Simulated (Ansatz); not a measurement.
Consider BP in the zinc blende structure (space group F-43m, No. 216; a = 4.491 Å). Axes: x, y, z lie along the cube axes.

Method: Ansatz (a program for electronic structure), LDA, PAW, cutoff 420 eV, no spin-orbit coupling.

One thing is altered: the cell is stretched by 0.50 % along z with no lateral relaxation, atoms relaxed at fixed cell.

**Question.** Predict the stress tensor and what it implies for the stiffness.

**Answer.** Stress of the strained cell less that of the base (GPa, compression positive):
```
  -0.41    0.00    0.00
   0.00   -0.41    0.00
   0.00    0.00   -1.78
```

Then −Δσ_ii/ε with ε = 0.0050 gives relaxed-ion elastic constants: C33 ≈ 357 GPa, C13 ≈ 82 GPa and C23 ≈ 82 GPa.

Stability against distortions was not tested.
